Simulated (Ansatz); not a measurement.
```
CELL_PARAMETERS angstrom
      3.04519     0.00000     0.00000
     -1.52259     2.63721     0.00000
      0.00000     0.00000     4.87989
ATOMIC_POSITIONS crystal
  Al 0.33333 0.66667 0.99641
  Al 0.66667 0.33333 0.49641
  N  0.33333 0.66667 0.37839
  N  0.66667 0.33333 0.87839
```

No spin polarisation.

Level of theory: r2SCAN (Ansatz, a quantum-chemistry and plane-wave program, PAW, spin-orbit coupling left out). k-mesh 12×12×7 (Γ-centred); smearing 0.05 eV (Fermi–Dirac).

**Question.** Estimate the electron mass.

**Answer.** 0.33 mₑ (at Γ).

**Question.** What is the computed band gap?

**Answer.** 5.44 eV.

**Question.** Estimate the gap character.

**Answer.** Direct at Γ.

**Question.** What is the computed valence-band top at Γ (three highest levels, from the VBM)?

**Answer.** 0.00, -0.25, -0.25 eV.

The cells carry an imposed strain or load. Effective masses come from finite differences of ±0.01 Å⁻¹. Whether these cells are dynamically stable was not tested. The cell was made from AlN in the wurtzite structure (space group P6_3mc, No. 186) by this change: isotropic strain −1.98 %.
